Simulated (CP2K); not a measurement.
Band structure of AlGa3N4 (P-43m, 8 atoms in the cell).

```xyz
8
Lattice="4.4717 0.0000 0.0000 0.0000 4.4717 0.0000 0.0000 0.0000 4.4717" Properties=species:S:1:pos:R:3 pbc="T T T"
Al     0.0000     0.0000     0.0000
Ga     2.2358     2.2358     0.0000
Ga     0.0000     2.2358     2.2358
Ga     2.2358     0.0000     2.2358
N      3.3793     3.3793     1.0924
N      3.3793     1.0924     3.3793
N      1.0924     1.0924     1.0924
N      1.0924     3.3793     3.3793
```

Computed with PBEsol, GPW, DZVP-MOLOPT-SR-GTH basis, GTH-PBE potentials (GTH_POTENTIALS) (CP2K).

Settings: CUTOFF = 600 Ry; REL_CUTOFF = 50 Ry; KPOINTS/SCHEME = MONKHORST-PACK 6 6 6; GAMMA_CENTERED = T; XC_FUNCTIONAL = PBE:PBESOL; Al/BASIS_SET = DZVP-MOLOPT-SR-GTH; Al/POTENTIAL = GTH-PBE-q3; Ga/BASIS_SET = DZVP-MOLOPT-SR-GTH; Ga/POTENTIAL = GTH-PBE-q13; N/BASIS_SET = DZVP-MOLOPT-SR-GTH; N/POTENTIAL = GTH-PBE-q5; METHOD = GPW; EPS_DEFAULT = 1e-11; EXTRAPOLATION = USE_GUESS.

The starting cell comes from a database of computed structures (which also holds hypothetical and non-ambient phases and stackings), without a prior relaxation at this level. Values carry the incompleteness of an atom-centred basis. The potentials were made for another functional than the one used.

**Question.** Predict the gap along the standard path and the places of the band edges.

**Answer.** The gap along the path is 2.25 eV, direct at Γ to within 0.01 eV.

Levels in eV from the top of the valence band on the SCF mesh, bands 28 to 32:
```csv
point,28,29,30,31,32
Γ,-2.51,0.00,0.00,0.00,2.25
X,-1.52,-1.52,-1.21,-1.21,4.86
M,-1.01,-0.96,-0.96,-0.61,6.58
R,-0.76,-0.68,-0.68,-0.68,4.85
```

Higher empty bands are left out: an atom-centred basis made for the valence describes them poorly.
